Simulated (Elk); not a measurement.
Band structure of LiFeAs (P4/nmm, 6 atoms in the cell).

```
CELL_PARAMETERS angstrom
      3.67266     0.00000     0.00000
      0.00000     3.67266     0.00000
      0.00000     0.00000     6.57666
ATOMIC_POSITIONS crystal
  Li 0.50000 0.00000 0.84347
  Li 0.00000 0.50000 0.15653
  Fe 0.00000 0.00000 0.50000
  Fe 0.50000 0.50000 0.50000
  As 0.50000 0.00000 0.24916
  As 0.00000 0.50000 0.75084
```
Moments meant for the start (each program seeds them in its own way; μB, in the order of the atoms Li Li Fe Fe As As): 0.0 0.0 4.0 4.0 0.0 0.0.

Method: PBEsol, all-electron FP-LAPW, Elk's shipped species files, APW+lo basis with extra local orbitals (Elk).

Settings: xctype = 22; spinpol = true; rgkmax = 7.5; swidth = 0.00367493 Ha; ngridk = 5 5 3; reducebf = 0.8; gmaxvr = 16 1/bohr; nxlo = 2; lorbcnd = true; lmaxi = 2; nempty = 12 per atom; maxscl = 100.

The starting cell comes from a database of computed structures (which also holds hypothetical and non-ambient phases and stackings), without a prior relaxation at this level. The magnetic order is the one reached from the typed start; others were not searched systematically. Values depend on the basis (sphere radii, cutoffs, local orbitals), which need not be converged.

Levels in eV from the Fermi level, bands 29 to 36 of the first spin channel:
| point | 29 | 30 | 31 | 32 | 33 | 34 | 35 | 36 |
|---|---|---|---|---|---|---|---|---|
| Γ | -1.73 | -1.30 | -0.42 | 0.37 | 0.63 | 0.63 | 1.21 | 1.42 |
| X | -0.82 | -0.82 | -0.70 | -0.70 | -0.06 | -0.06 | 0.67 | 0.67 |
| M | -1.79 | -1.79 | -1.71 | -1.71 | 0.22 | 0.22 | 0.60 | 0.60 |
| Z | -1.41 | -1.41 | -0.49 | -0.39 | 0.74 | 0.74 | 1.21 | 1.42 |
| R | -0.99 | -0.99 | -0.84 | -0.84 | -0.05 | -0.05 | 1.39 | 1.39 |
| A | -1.73 | -1.73 | -1.63 | -1.63 | 0.15 | 0.15 | 0.60 | 0.60 |

Bands cross the Fermi level along this path, so the cell is metallic at this level.

The net moment of the cell came out as 3.77 μB.
